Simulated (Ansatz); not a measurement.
```
SnSe2
1.0
    3.86814     0.00000     0.00000
   -1.93407     3.34991     0.00000
    0.00000     0.00000    19.09975
Sn Se
1 2
Direct
  0.00000   0.00000   0.50000
  0.33333   0.66667   0.58352
  0.66667   0.33333   0.41648
```

These are PBE, rigid bands (plane waves, PAW, scalar-relativistic; Ansatz, a quantum-chemistry and plane-wave program) values and carry that method's errors. Geometry: cell and atoms relaxed with PBE.

### Question
What conductivity effective mass do dilute electrons have at 300 K?

### Answer
0.34 mₑ.

### Question
And the band gap?

### Answer
0.79 eV at this level; semilocal functionals usually fall short of the measured gap.

Rigid bands, one relaxation time for all states, no polarons. Spin-orbit coupling is left out; where it splits the top of the valence band it changes the hole mass and lowers the gap by about a third of the splitting.

Model free-standing layer, not matched to a measured one here: monolayer SnSe2.
